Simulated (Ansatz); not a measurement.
B₂O₃ (model structure, started from the corundum type, R-3c, No. 167, 10 atoms in the cell) was calculated with PBEsol (Ansatz, a first-principles code, PAW).

Run with plane-wave cutoff 520 eV, 10×10×10 k mesh, Fermi–Dirac smearing 0.01 eV, scalar-relativistic PAW data made under PBE.

Computed at the level's own relaxed cell.

```
B2O3
1.0
    2.18744     1.26292     6.56707
   -2.18744     1.26292     6.56707
    0.00000    -2.52584     6.56707
B O
4 6
Cartesian
  0.00000   0.00000   8.19627
  0.00000   0.00000   1.65434
  0.00000   0.00000  11.50494
  0.00000   0.00000  18.04688
 -0.53242   1.26292  11.49238
 -0.82751  -1.09255  11.49238
  1.35993  -0.17037  11.49238
  0.53242  -1.26292   8.20884
  0.82751   1.09255   8.20884
 -1.35993   0.17037   8.20884
```

**Question.** List the 31 lowest band energies at Γ above −25 eV (eV, relative to the valence band maximum), grouping those that round alike.

**Answer.** At Γ: -19.74, -19.60, -17.43 (×2), -17.41 (×2), -8.68, -8.58, -6.75 (×2), -6.73 (×2), -5.17, -3.76, -0.94, -0.88, -0.75 (×2), -0.63 (×2), -0.50 (×4), 4.75, 5.85, 5.99, 9.90, 11.18, 11.77, 12.80.

Note: the relaxation could raise the start's symmetry but not lower it, so the cell can be a saddle point; the cell has widely spaced layers and the level no dispersion term, so their spacing and the moduli can rest on weak binding.

A model structure was made by putting elements into a prototype or built by hand; it is no filed structure, need not be a known phase, and can be a saddle point held by its symmetry.
